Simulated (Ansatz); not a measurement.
The parent structure is Cu₃N (space group Pm-3m, No. 221; a = 3.8269 Å). Axes: x, y, z lie along the cube axes.

Level of theory: PBE/PAW in Ansatz (a quantum-chemistry and plane-wave program), no SOC.

Strains are applied to the cell and any free atomic positions relax.

One change was made to it. Results:

The band gap decreases by 0.08 eV, from 0.22 eV to 0.14 eV; the energy grows by 0.9 meV/atom; the electron mass comes out as 2.4 mₑ along y, 0.15 mₑ across (at M); the pressure (mean of the normal stresses, compression positive) hardly moves (0.00 GPa against 0.03 GPa).

Task: Name the change that was made.
A. tensor shear ε_xy = +0.33 %
B. tensor shear ε_xy = +1.67 %
C. tensor shear ε_xy = +0.67 %

Result: B, tensor shear ε_xy = +1.67 %. For comparison, the band gap in the other runs: tensor shear ε_xy = +0.67 % gives 0.19 eV; tensor shear ε_xy = +0.33 % gives 0.21 eV.

Effective masses come from finite differences of ±0.01 Å⁻¹. No phonon test of stability was made. The final runs are not spin-polarised. A zero or small gap of Cu3N can be the functional's error rather than a property of the material.
